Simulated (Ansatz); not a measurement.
Consider BP (space group P6_422, No. 181; a = 3.260 Å, c = 6.940 Å; a hypothetical phase, not in the database extracts checked). Axes: x lies along a and z along c of the hexagonal cell.

Level of theory: Kohn–Sham DFT with the PBEsol functional, run in Ansatz (a program for electronic structure) with PAW and 420 eV plane waves, no spin-orbit coupling.

Before the change:

The volume per atom is 10.64 Å³. The pressure is 0.0 GPa and the band gap comes out as zero.

The change: biaxial strain −0.15 %, plane normal [001], relaxed out of plane (Cartesian); in-plane vectors clamped, the third vector and the atoms free.

**Question.** What happens to the volume per atom?

**Answer.** The volume per atom drops by 0.025 Å³, from 10.64 Å³ to 10.62 Å³.

**Question.** Predict the new pressure.

**Answer.** The pressure (mean of the normal stresses, compression positive) goes from zero to 0.4 GPa.

**Question.** Estimate the effect on the band gap.

**Answer.** The band gap is still zero.

A case with no gap was solved on a k-mesh chosen for an insulator, which is coarse for it. Whether these cells are dynamically stable was not tested. The base started in P3_121 and relaxed to P6_422 at this level. The final runs are not spin-polarised. A zero or small gap of BP can be the functional's error rather than a property of the material.
